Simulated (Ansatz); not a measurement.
Base system: MoSi2 (space group Fddd, No. 70; a = 4.5712 Å, b = 7.9585 Å, c = 8.7266 Å; a hypothetical phase, not in the database extracts checked). Axes: x, y, z lie along a, b, c of the conventional cell.

The values are results of Kohn–Sham DFT with the PBEsol functional, run in Ansatz (a program for electronic structure) with PAW and 420 eV plane waves, spin-orbit coupling left out, not measurements.

Strains are applied to the cell and any free atomic positions relax; under biaxial strain the out-of-plane vector relaxes too.

One change was made to it. Results:

```tsv
quantity	base	after
pressure (mean of the normal stresses, compression positive)	0.0 GPa	-9.0 GPa
energy relative to the base (free energy F)	0 meV/atom	+38 meV/atom
band gap	zero	zero
```

**Question.** Name the change that was made.
A) biaxial strain −0.54 %, plane normal [001], relaxed out of plane
B) uniaxial strain ε_xx = +4.72 %
C) isotropic strain +1.02 %

**Answer.** B, uniaxial strain ε_xx = +4.72 %. For comparison, the energy relative to the base in the other runs: biaxial strain −0.54 %, plane normal [001], relaxed out of plane gives +0.7 meV/atom; isotropic strain +1.02 % gives +8.2 meV/atom.

Without a gap, meshes like the base's 13×13×13 leave anisotropic stresses uncertain by several tenths of a GPa, and small strain energies with them. Stability against distortions was not tested. All final runs are without spin polarisation.
